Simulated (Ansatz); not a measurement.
The starting structures come from a database of crystals and need not be the phases stable at ambient conditions.

Inside the gap of an insulator the Bloch states are evanescent, with a wavenumber k + iκ along the transport direction.

Input:

```xyz
12
Lattice="6.6929 0.0000 0.0000 -3.3465 8.2304 0.0000 0.0000 -2.7127 6.1069" Properties=species:S:1:pos:R:3 pbc="T T T"
K      3.3465     5.1464     0.3721
K      0.0000     0.3712     5.7348
K      3.3465     1.7914     2.5377
K      0.0000     3.7263     3.5692
Na     5.0197     0.0000     0.0000
Na     1.6732     0.0000     0.0000
In     1.6732    -1.3563     3.0534
In     5.0197    -1.3563     3.0534
P      3.3465    -0.5760     4.9736
P      0.0000     6.0937     1.1333
P      3.3465     4.9262     3.7617
P      0.0000     0.5915     2.3452
```

Space group of this cell: Ibam. The cell is taken as given; by r2SCAN its mean pressure is -0.9 GPa.

Transport runs along the normal of the first two printed cell vectors.

The gap is the functional's own, uncorrected, and κ follows it; spin-orbit coupling is left out. Mid-gap values are interpolated between the computed energies.

**Question.** Estimate the band gap and the smallest decay constant κ at mid-gap that r2SCAN (Ansatz, a program for electronic structure) returns for this system.

**Answer.** Gap 1.49 eV on a 6×6×6 mesh; κ = 0.142 1/Å, at the zone centre.
